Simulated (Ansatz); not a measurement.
Results of PBEsol-D3(BJ) (PAW; Ansatz, an electronic-structure program) for cubic perovskite KZnF₃.

Numerical settings: plane-wave cutoff 520 eV, 8×8×8 k mesh, Fermi–Dirac smearing 0.01 eV, scalar-relativistic PAW data made under PBE.

The cell is scaled about its equilibrium volume:

```tsv
V (Å³/atom)	P (GPa)	direct gap at Γ (eV)	smallest gap on the k mesh (eV)
12.241	6.05	6.249	3.931
12.502	3.80	6.059	3.874
12.762	1.79	5.878	3.819
13.023	0.00	5.705	3.766
13.283	-1.60	5.539	3.715
13.544	-3.02	5.379	3.666
13.804	-4.29	5.226	3.618
```

The fundamental gap (3.77 eV at the equilibrium volume, with added k points) lies elsewhere than Γ–Γ.
